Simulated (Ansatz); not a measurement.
Consider GaAs in the zinc blende structure (space group F-43m, No. 216; a = 5.603 Å). Axes: x, y, z lie along the cube axes.

Level of theory: Kohn–Sham DFT with the LDA functional, run in Ansatz (a program for electronic structure) with PAW and 420 eV plane waves, scalar-relativistic without spin-orbit coupling.

For the base:

| Property | Result |
|---|---|
| Gap character | direct at Γ |

Now apply this change: the cell is compressed by 2.50 % along z with no lateral relaxation; the atoms relax in the strained cell.

Q: Estimate the effect on the gap character.

A: The gap character is still direct at Γ.

Q: Estimate the effect on the hole mass.

A: The hole mass comes out as 0.034 mₑ along z, 0.31 mₑ across (at Γ).

Q: How does this affect the stress?

A: The stress (xx, yy, zz, yz, xz, xy; compression positive) comes out as (1.48, 1.48, 3.02, 0.00, 0.00, 0.00) GPa.

Masses are band curvatures over ±0.01 Å⁻¹ around the edge. Stability against distortions was not tested. k-point labels follow each cell's own Brillouin zone.
